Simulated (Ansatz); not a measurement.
# Pd under a change: isotropic strain +2.00 %

Base system: Pd in the fcc (Cu type) structure (space group Fm-3m, No. 225; a = 3.945 Å; relaxed with 0.1 eV smearing).

Modification: the cell is scaled by 1.0200 in all directions; the atoms relax in the strained cell.

Computed with PBE (Ansatz, an electronic-structure program), without spin-orbit coupling. Settings: 29×29×29 k-points, 0.1 eV Fermi–Dirac smearing.

| quantity | base | changed | shift |
|---|---|---|---|
| volume per atom | 15.35 Å³ | 16.29 Å³ | +0.94 Å³ |
| space group | Fm-3m (No. 225) | Fm-3m (No. 225) | – |
| shortest interatomic distance | 2.790 Å | 2.846 Å | +0.056 Å |
| energy relative to the base (free energy F) | 0 meV/atom | +26 meV/atom | +26 meV/atom |
| pressure | 0.0 GPa | -8.4 GPa | -8.4 GPa |
| band gap | zero | zero | – |

Stability against distortions was not tested. All final runs are without spin polarisation. Pd lies near a magnetic instability that expansion can trigger; it was not tested.
